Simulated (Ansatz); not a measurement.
An Ansatz (a first-principles code) input (r2SCAN (Ansatz), spin-orbit coupling left out):

Ansatz 0.2 input:
```yaml
crystal:
  lattice:
    - [0, 2.8961403774, 2.8961403774]
    - [2.8961403774, 0, 2.8961403774]
    - [2.8961403774, 2.8961403774, 0]
  atoms:
    - { symbol: Se, position: [0, 0, 0] }
    - { symbol: Mg, position: [0.5, 0.5, 0.5] }
basis: { ecutwfc: 500, ecutrho_ratio: 4, xc_grid: 4, fft_grid_basis: typed }
kpoints: { mp_grid: { grid: [10, 10, 10] } }
hamiltonian:
  xc: r2scan
  dispersion: none
  pseudopotentials: { kind: paw }
scf: { occupations: { method: fermi_dirac, width: 0.05 }, convergence: { dr2_threshold: 0.0000000002 } }
relax: { f_tol: 0.005, max_steps: 50 }
output: { forces: true, stress: true }
checkpoint: { write: state.ck, write_every: 1000 }
```

Problem. Which symmetry and how many k-points will the program report, and about how many plane waves at Γ?

Solution. Space group Fm-3m (ITA 225) with 48 operations, k-points 47 of 1000, and 1243 plane waves at Γ.

Problem. And the final pressure?

Solution. -7.97 GPa (compression positive).

The cells carry an imposed strain or load. No phonon test of stability was made. The cell was made from MgSe in the rock salt structure (space group Fm-3m, No. 225) by this change: isotropic strain +5.85 %.
